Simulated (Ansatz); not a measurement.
Take CaO in the rock salt structure (space group Fm-3m, No. 225) as the base.

```
CaO
1.0
    0.00000     2.39740     2.39740
    2.39740     0.00000     2.39740
    2.39740     2.39740     0.00000
O Ca
1 1
Direct
  0.00000   0.00000   0.00000
  0.50000   0.50000   0.50000
```

Computed with r2SCAN in Ansatz (plane waves to 500 eV, PAW, spin-orbit coupling left out).

For the base:

* **Width of the top valence band**: 1.20 eV
* **Smallest direct gap**: 4.57 eV

Modification: an isotropic linear strain of −2.38 %; the atoms relax in the strained cell.

Question: What does the calculation give for the width of the top valence band after the change?

Answer: The width of the top valence band increases by 0.15 eV (1.20 eV → 1.35 eV).

Question: What happens to the smallest direct gap?

Answer: The smallest direct gap decreases by 0.05 eV to 4.52 eV.

Question: Estimate the effect on the energy relative to the base.

Answer: The energy rises by 28 meV/atom.

Stability against distortions was not tested.

Ansatz is an electronic-structure program.
